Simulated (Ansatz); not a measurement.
Start from SnO₂ in the rutile structure (space group P4_2/mnm, No. 136).

```xyz
6
Lattice="4.7224 0.0000 0.0000 0.0000 4.7224 0.0000 0.0000 0.0000 3.1903" Properties=species:S:1:pos:R:3 pbc="T T T"
Sn     0.0000     0.0000     0.0000
Sn     2.3612     2.3612     1.5952
O      1.4454     1.4454     0.0000
O      3.8065     0.9158     1.5952
O      0.9158     3.8065     1.5952
O      3.2770     3.2770     0.0000
```

Level of theory: Ansatz (a program for electronic structure) LDA, no spin-orbit coupling.

One change was made to it. Results:

| quantity | base | after |
|---|---|---|
| volume per atom | 11.86 Å³ | 11.74 Å³ |
| valence-band top at Γ (three highest levels, from the VBM) | 0.00, -0.80, -0.80 eV | 0.00, -0.81, -0.81 eV |
| electron mass | 0.18 mₑ along c, 0.20 mₑ across (at Γ) | 0.19 mₑ along c, 0.21 mₑ across (at Γ) |
| gap character | direct at Γ | direct at Γ |
| band gap | 1.16 eV | 1.27 eV |

Task: Name the change that was made.
(A) pressure 2.1 GPa
(B) pressure 22.5 GPa
(C) pressure 30 GPa
(D) pressure 9 GPa

Result: A, pressure 2.1 GPa. For comparison, the band gap in the other runs: pressure 9 GPa gives 1.61 eV; pressure 22.5 GPa gives 2.20 eV; pressure 30 GPa gives 2.49 eV.

Load acts through the strain it causes; cell and atoms are relaxed under it. Masses are band curvatures over ±0.01 Å⁻¹ around the edge. Whether these cells are dynamically stable was not tested. Competing high-pressure phases were not computed.
